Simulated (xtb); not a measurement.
xtb 6.7.1, GFN1-xTB: Si(H)2(Me)(OAc) (C[SiH2]OC(C)=O), 14 atoms. The geometry is a generated start, not checked to be a minimum at this level.

```json
{
  "run_flags": "--grad",
  "method": "GFN1-xTB",
  "--acc": "1 (default)",
  "--etemp (K)": "300 (default)",
  "basis_functions": "46",
  "valence_electrons": "36"
}
```

```xyz
14

Si    -1.1976     0.7355     0.6468
C     -2.2638    -0.7033     0.0292
O      0.4235     0.3579     0.5621
C      1.1276     0.1248    -0.5375
C      2.5892    -0.0892    -0.2455
O      0.6358     0.0978    -1.6331
H     -1.2490     0.9395     2.0888
H     -1.4328     1.9530    -0.1249
H     -3.3218    -0.4902     0.1446
H     -2.0506    -1.6193     0.5763
H     -2.0748    -0.8977    -1.0236
H      2.6988    -0.9177     0.4505
H      2.9887     0.8044     0.2300
H      3.1270    -0.2955    -1.1637
```

One run each on 1 thread. Values of broydamp tried: 0.02, 0.05, 0.1, 0.2, 0.4 (default), 0.6, 0.8, 1.

Predict the course of the SCC iterations along this series.

Fewest SCC iterations, within one of each other: 0.4 (default) with 11, 0.6 with 11, 0.8 with 11. The count rises to 22 at 0.02. All converge to one solution.

| broydamp | SCC iterations | end |
|---|---|---|
| 0.02 | 22 | same solution |
| 0.05 | 19 | same solution |
| 0.1 | 18 | same solution |
| 0.2 | 15 | same solution |
| 0.4 (default) | 11 | same solution |
| 0.6 | 11 | same solution |
| 0.8 | 11 | same solution |
| 1 | 13 | same solution |
